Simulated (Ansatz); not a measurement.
# GaSb in the zinc blende structure (space group F-43m, No. 216)

```xyz
2
Lattice="0.0000 3.0560 3.0560 3.0560 0.0000 3.0560 3.0560 3.0560 0.0000" Properties=species:S:1:pos:R:3 pbc="T T T"
Sb     4.5840     4.5840     4.5840
Ga     0.0000     0.0000     0.0000
```

Method: Ansatz (a first-principles code), PBEsol, PAW, cutoff 420 eV, no spin-orbit coupling, earlier PAW set. k-mesh 13×13×13 (Γ-centred); smearing 0.05 eV (Fermi–Dirac).

| Property | Result |
|---|---|
| Volume per atom | 28.54 Å³ |
| Density | 5.57 g/cm³ |
| Band gap | zero |
| Total energy | -5075.809 eV/atom (σ→0; compares only within this code and set-up) |

With Sb present, leaving out spin-orbit coupling can change the band edges. Stability against distortions was not tested. The final runs are not spin-polarised. A zero or small gap of GaSb can be the functional's error rather than a property of the material.
